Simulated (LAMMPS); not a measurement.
System: CdTe (zinc blende), 216 atoms, at 200 K and 0 GPa, heated as the crystal.

Model: classical MD, pair style bop, file CdZnTe_v2.bop.table, run in LAMMPS.

```
Quantity                                                                              Value
---------------------------------------  --------------------------------------------------
state found                                             crystal; no diffusion seen in 15 ps
density                                                               5.8147 ± 0.0005 g/cm³
volume per atom                                                           34.272 ± 0.003 Å³
enthalpy per atom                                                       -2.0969 ± 0.0002 eV
first peak of g(r), Cd-Te                                               2.81 Å, height 17.7
coordination number of Cd by Te                                    4.00 (counted to 3.86 Å)
coordination number of Te by Cd                                    4.00 (counted to 3.86 Å)
most common Te-Cd-Te angle               in the 3° bin centred on 109.5° (mean of all 109°)
most common Cd-Te-Cd angle               in the 3° bin centred on 109.5° (mean of all 109°)
mean frequency of the velocity spectrum                                             3.7 THz
cost                                                                roughly 50 core-seconds
```

Potential: file CdZnTe_v2.bop.table of the LAMMPS distribution; its header cites Ward, Zhou, Wong, and Doty, J. Mol. Model., 19, 5469 (2013).

States go by the mean squared displacement: a species diffuses where it passes 1.5 Å², still rises and gives D over 1e-6 cm²/s; a crystal has left its structure where atoms lie 0.35 Å off their sites on average or a cubic box changes its shape by 3 %.

Errors shown are sampling errors alone.

| r (Å) | g(r), Cd-Te |
|---|---|
| 2.580 | 0.000 |
| 2.620 | 0.123 |
| 2.660 | 0.654 |
| 2.700 | 3.22 |
| 2.740 | 8.94 |
| 2.780 | 16.0 |
| 2.820 | 17.7 |
| 2.860 | 12.8 |
| 2.900 | 6.52 |
| 2.940 | 2.35 |
| 2.980 | 0.493 |
| 3.020 | 0.111 |
| 3.060 | 0.045 |
| 3.100 | 0.000 |
| 3.140 | 0.000 |
| 3.180 | 0.000 |
| 3.220 | 0.000 |
| 3.260 | 0.000 |
| 3.300 | 0.000 |
| 3.340 | 0.000 |
| 3.380 | 0.000 |
| 3.420 | 0.000 |
| 3.460 | 0.000 |
| 3.500 | 0.000 |
| 3.540 | 0.000 |
| 3.580 | 0.000 |
| 3.620 | 0.000 |
| 3.660 | 0.000 |
| 3.700 | 0.000 |
| 3.740 | 0.000 |
| 3.780 | 0.000 |
| 3.820 | 0.000 |
| 3.860 | 0.000 |
| 3.900 | 0.000 |
| 3.940 | 0.000 |
| 3.980 | 0.000 |
| 4.020 | 0.000 |
| 4.060 | 0.000 |
| 4.100 | 0.000 |
| 4.140 | 0.000 |
| 4.180 | 0.000 |
| 4.220 | 0.000 |
| 4.260 | 0.000 |
| 4.300 | 0.000 |
| 4.340 | 0.000 |
| 4.380 | 0.000 |
| 4.420 | 0.000 |
| 4.460 | 0.000 |
| 4.500 | 0.000 |
| 4.540 | 0.000 |
| 4.580 | 0.000 |
| 4.620 | 0.000 |
| 4.660 | 0.000 |
| 4.700 | 0.000 |
| 4.740 | 0.000 |
| 4.780 | 0.000 |
| 4.820 | 0.000 |
| 4.860 | 0.000 |
| 4.900 | 0.004 |
| 4.940 | 0.000 |
| 4.980 | 0.000 |
| 5.020 | 0.027 |
| 5.060 | 0.062 |
| 5.100 | 0.162 |
| 5.140 | 0.513 |
| 5.180 | 1.08 |
| 5.220 | 2.46 |
| 5.260 | 4.26 |
| 5.300 | 6.20 |
| 5.340 | 7.83 |
| 5.380 | 8.94 |
| 5.420 | 8.30 |
| 5.460 | 6.76 |
| 5.500 | 4.71 |
| 5.540 | 2.70 |
| 5.580 | 1.50 |
| 5.620 | 0.600 |
| 5.660 | 0.205 |
| 5.700 | 0.075 |
| 5.740 | 0.018 |
| 5.780 | 0.005 |
| 5.820 | 0.002 |
| 5.860 | 0.000 |

| angle (°) | probability per degree, Te-Cd-Te | probability per degree, Cd-Te-Cd |
|---|---|---|
| 97.50 | 0.0000 | 0.0000 |
| 100.5 | 0.0015 | 0.0017 |
| 103.5 | 0.0187 | 0.0200 |
| 106.5 | 0.0834 | 0.0814 |
| 109.5 | 0.1331 | 0.1351 |
| 112.5 | 0.0781 | 0.0777 |
| 115.5 | 0.0170 | 0.0159 |
| 118.5 | 0.0015 | 0.0015 |
| 121.5 | 0.0000 | 0.0001 |
| 124.5 | 0.0000 | 0.0000 |
